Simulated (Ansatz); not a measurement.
PBE against r2SCAN: ZnO, electrons 1.0×10^22 cm⁻³

Consider ZnO in the wurtzite structure (space group P6_3mc, No. 186; a = 3.280 Å, c = 5.293 Å).

(Cell as relaxed with PBE.)

Levels (all Ansatz, a first-principles code, PAW): PBE (420 eV, scalar-relativistic without spin-orbit coupling); r2SCAN (500 eV, without spin-orbit coupling).

Each level relaxes its own structure.

```
base                      PBE    r2SCAN
-------------------  --------  --------
volume per atom      12.33 Å³  11.81 Å³
lattice parameter a   3.280 Å   3.235 Å
band gap              0.74 eV   1.24 eV
```

The change: electrons 1.0×10^22 cm⁻³, on a uniform background at fixed cell.

```csv
quantity,PBE,r2SCAN
gap between the host's bands,0.49 eV,1.03 eV
shift of the gap caused by the change,-0.25 eV,-0.21 eV
Fermi level relative to the doped band's edge (positive inside the band; to 0.05 eV),+3.15 eV,+3.20 eV
```

PBE's gap between the host's bands lies 0.54 eV below r2SCAN's; PBE's shift of the gap caused by the change lies 0.04 eV below r2SCAN's. Neither level is exact; r2SCAN is the comparison here, not a measurement.

Carriers are added with a uniform compensating background; total energy and stress of such cells depend on the potential's zero and are not compared; many-body gap narrowing is missing at this level. Gaps are Kohn–Sham eigenvalue differences; semilocal functionals usually give less than the measured gap. Stability against distortions was not tested.
